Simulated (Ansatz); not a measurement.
**WO3 (Pm-3m, No. 221, 4 atoms in the cell; start mp-19390; a measured phase of this formula has another space group)**

All values below come from LDA (plane waves, PAW; Ansatz, a first-principles code).

Settings: plane-wave cutoff 500 eV, 10×10×10 k mesh, gaussian smearing 0.02 eV, no spin polarisation, scalar-relativistic PAW data made under PBE.

Cell (relaxed at this level):

```cif
data_O3W
_chemical_formula_sum 'W1 O3'
_space_group_name_H-M_alt 'Pm-3m'
_space_group_IT_number 221
_space_group_name_Hall '-P 4 2 3'
_cell_length_a 3.77635
_cell_length_b 3.77635
_cell_length_c 3.77635
_cell_angle_alpha 90.000
_cell_angle_beta 90.000
_cell_angle_gamma 90.000
loop_
_atom_site_label
_atom_site_type_symbol
_atom_site_symmetry_multiplicity
_atom_site_Wyckoff_symbol
_atom_site_fract_x
_atom_site_fract_y
_atom_site_fract_z
_atom_site_occupancy
W1 W 1 a 0.00000 0.00000 0.00000 1
O1 O 3 d 0.00000 0.00000 0.50000 1
```

| Quantity | Value |
|---|---|
| band gap | 0.56 eV (on the SCF k mesh) |

Note: the relaxation could not lower the start's symmetry, so the cell can be a saddle point above a distorted one.

Spin–orbit coupling is not included.

Computing time: about 19 core-seconds (a rough figure).

A start named mp-… is a Materials Project structure, which need not be a measured phase.
